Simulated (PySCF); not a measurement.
PySCF 2.14.0, B3LYP/def2-tzvp, df: C=[C]F, charge +1, multiplicity 1, 5 atoms. The geometry is a generated start, not checked to be a minimum at this level.

```json
{
 "task": "energy",
 "method": "b3lyp",
 "basis": "def2-tzvp",
 "two_electron_scheme": "density fitting",
 "mol.max_memory": "3000 MB",
 "mf.max_cycle": "100",
 "mf.init_guess": "minao (default)",
 "mf.conv_tol": "1e-09 (default)",
 "mf.grids.level": "3 (default)",
 "basis_functions": "105",
 "grid_points": "62120"
}
```

```xyz
5

C     -0.4773     0.0715     0.0124
C      0.7513    -0.1211    -0.0160
F      1.9581    -0.2976    -0.0520
H     -1.0106     0.9041    -0.4613
H     -1.2215    -0.5569     0.5169
```

Charge 1 and multiplicity 1 are set for this test and not shown to be the ground state.

With the defaults (mf.DIIS = CDIIS, mf.diis = true, mf.damp = 0, mf.diis_start_cycle = 1, mf.diis_damp = 0, mf.level_shift = 0, mf.diis_space = 8) it converges in 12 Fock builds. One run each on 2 threads, 1 BLAS thread, with these changes:
- mf.diis = false, mf.damp = 0.7, mf.diis_start_cycle = 999
- mf.DIIS = EDIIS
- mf.DIIS = ADIIS
- mf.level_shift = 1 Hartree
- mf.diis_damp = 0.3
- mf.diis = false
- mf.damp = 0.3, mf.diis_start_cycle = 4
- mf.damp = 0.7, mf.diis_start_cycle = 8
- mf.diis_space = 12

Q: Which runs fail or end elsewhere than the default run?

A: No convergence: mf.DIIS = EDIIS; mf.diis = false (the run ends without SCF convergence in 100 cycles). The rest reach the solution of the defaults.

| setting | Fock builds | end |
|---|---|---|
| the defaults | 12 | same solution |
| mf.diis_damp = 0.3 | 12 | same solution |
| mf.diis_space = 12 | 12 | same solution |
| mf.damp = 0.3, mf.diis_start_cycle = 4 | 15 | same solution |
| mf.damp = 0.7, mf.diis_start_cycle = 8 | 15 | same solution |
| mf.DIIS = ADIIS | 17 | same solution |
| mf.diis = false, mf.damp = 0.7, mf.diis_start_cycle = 999 | 28 | same solution |
| mf.level_shift = 1 Hartree | 30 | same solution |
| mf.DIIS = EDIIS | 101 | no convergence |
| mf.diis = false | 101 | no convergence |
